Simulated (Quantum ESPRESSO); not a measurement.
A working Quantum ESPRESSO input for Mg16Al12Cd (P1, 29 atoms in the cell) (DFT, PBEsol, plane waves, GBRV 1.5 ultrasoft (PBESOL) pseudopotentials):

```fortran
&control
    calculation = 'scf',
    prefix = 'scf',
    outdir = './tmp',
    pseudo_dir = './',
    tprnfor = .true.,
    tstress = .true.,
/
&system
    ibrav = 0,
    nat = 29,
    ntyp = 3,
    ecutwfc = 40,
    ecutrho = 200,
    occupations = 'smearing',
    smearing = 'gauss',
    degauss = 0.019992,
/
&electrons
    conv_thr = 1.0d-10,
    mixing_beta = 0.4,
/
ATOMIC_SPECIES
Mg    24.3050  mg_pbesol_v1.4.uspp.F.UPF
Al    26.9815  al_pbesol_v1.uspp.F.UPF
Cd   112.4140  cd_pbesol_v1.uspp.F.UPF
CELL_PARAMETERS angstrom
   7.424300000     4.286422000     3.072677000
  -7.424300000     4.286422000     3.072677000
   0.000000000    -8.572843000     3.072677000
ATOMIC_POSITIONS crystal
Mg    0.307228000    0.706277000    0.309214000
Mg    0.308393000    0.307904000    0.705695000
Mg    0.717570000    0.319647000    0.319201000
Mg    0.002437000    0.004787000   -0.000217000
Mg    0.008395000    0.648726000    0.006190000
Mg    0.003565000    0.002915000    0.651068000
Mg    0.661554000    0.013170000    0.011578000
Mg    0.604947000    0.292916000    0.600570000
Mg    0.582289000    0.592787000    0.278432000
Mg    0.294820000    0.599730000    0.599051000
Mg    0.402456000    0.995438000    0.680865000
Mg    0.678330000    0.400011000    0.992741000
Mg    1.003047000    0.682001000    0.398411000
Mg    0.686876000    1.004624000    0.406119000
Mg    1.005942000    0.402706000    0.682517000
Mg    0.395542000    0.683046000    0.998484000
Al    0.822755000    0.187153000    0.816067000
Al    0.814917000    0.815870000    0.185907000
Al    0.181780000    0.812982000    0.818561000
Al    0.635397000    0.818208000    0.634873000
Al    0.640006000    0.642315000    0.826272000
Al    0.832099000    0.649860000    0.642358000
Al    0.174239000    0.993825000    0.373624000
Al    0.366281000    0.186484000    1.003962000
Al    0.995102000    0.357131000    0.178148000
Al    0.366396000    0.992602000    0.180820000
Al    0.993987000    0.182434000    0.364230000
Al    0.178805000    0.367905000    1.001083000
Cd    0.334905000    0.336606000    0.334237000
K_POINTS automatic
2 2 2  0 0 0
```

The run converged in 16 iterations: free energy E − TS -29882.5074 eV; Fermi level (on the code's own zero) 6.36 eV; pressure -0.88 GPa; largest force (vector length) 0.606 eV/Å. Each of these slips is then made, one at a time:

(1)
```diff
+    tot_charge = -1,
```

(2)
```diff
-    degauss = 0.019992,
+    degauss = 0.272,
```

### Question
Predict the outcome of each change.

### Answer

(1) An unintended net charge. The run converged in 16 iterations without an error; against the sound input the pressure goes from -0.88 to 1.65 GPa and the largest force stays at 0.606 eV/Å.

(2) An energy in the wrong unit. The run converged in 16 iterations without an error; against the sound input the free energy drops by 1.33 eV/atom, the pressure goes from -0.88 to 4.45 GPa and the largest force goes from 0.606 to 0.524 eV/Å. The full log also holds: “c_bands:  1 eigenvalues not converged”.

The starting cell comes from a database of computed structures (which also holds hypothetical and non-ambient phases and stackings), without a prior relaxation at this level. Its atoms were displaced at random from the sites of space group no. 160. Without a gap this mesh is coarse (it stands for a supercell whose shortest vector is 18 Å).

Left out of this page: 4 runs of the series outside the window shown, repeating another row's setting, or not comparable.
